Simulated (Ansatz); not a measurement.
Corundum Ga₂O₃ (metastable phase), treated with BLYP in Ansatz (PAW).

Run with plane-wave cutoff 520 eV, 8×8×8 k mesh, Fermi–Dirac smearing 0.01 eV, scalar-relativistic PAW data made under PBE.

The volume scan:

```tsv
V (Å³/atom)	E − E_lowest (meV/atom)
9.936	10.19
10.143	2.45
10.350	0.00
10.557	2.27
10.764	8.77
```

Q: What bulk modulus B0 and pressure derivative B′ does a third-order Birch–Murnaghan fit give?

A: V0 = 10.350 Å³/atom, B0 = 183 GPa, B′ = 4.6 (fit to the energies at full precision).

Shape and atoms are relaxed at each volume.

Measured, for comparison: bulk modulus 220 ± 9 GPa (room temperature, no zero-point or thermal correction, equation of state from high-pressure X-ray diffraction, our sources range from 220 to 252; as tabulated in Phys. Rev. B 77, 094123 (2008), gallium oxide under pressure (UNLV record)). Computed (rounded) less measured: bulk modulus not scored (sources differ).

Note: the bulk modulus comes from volumes at which shape and atoms were relaxed.

The computed numbers hold no vibrational or temperature effects.

Computing time: very roughly 12 core-minutes.

Ansatz is a quantum-chemistry and plane-wave program.
